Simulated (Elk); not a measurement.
Band structure of ZrS (Fm-3m, 2 atoms in the cell).

```xyz
2
Lattice="0.0000 2.6235 2.6235 2.6235 0.0000 2.6235 2.6235 2.6235 0.0000" Properties=species:S:1:pos:R:3 pbc="T T T"
Zr     0.0000     0.0000     0.0000
S      2.6235     2.6235     2.6235
```

Method: PBEsol, all-electron FP-LAPW, Elk's shipped species files, APW+lo basis with extra local orbitals run with Elk.

Settings: xctype = 22; rgkmax = 7.5; stype = 0; swidth = 0.00999582 Ha; ngridk = 11 11 11; gmaxvr = 14 1/bohr; nxlo = 2; lorbcnd = true; rmtscf = 0.97; lmaxi = 2; maxscl = 100.

The starting cell comes from a database of computed structures (which also holds hypothetical and non-ambient phases and stackings), without a prior relaxation at this level. Values depend on the basis (sphere radii, cutoffs, local orbitals), which need not be converged.

Levels in eV from the Fermi level, bands 6 to 13:
```
point      6      7      8      9     10     11     12     13
-----  -----  -----  -----  -----  -----  -----  -----  -----
Γ      -3.49  -3.49  -3.49  -1.37  -1.37  -1.37  -0.69  -0.69
X      -6.24  -4.44  -4.44  -3.47   0.51   2.38   2.38   2.76
W      -6.11  -5.90  -5.90   0.03   0.03   1.76   2.36   2.39
K      -6.30  -6.11  -5.27  -1.48   1.78   1.99   2.42   2.54
L      -8.03  -5.95  -5.95   1.47   1.47   1.79   1.87   5.65
U      -6.30  -6.11  -5.27  -1.48   1.78   1.99   2.42   2.54
```

Bands cross the Fermi level along this path, so the cell is metallic at this level.
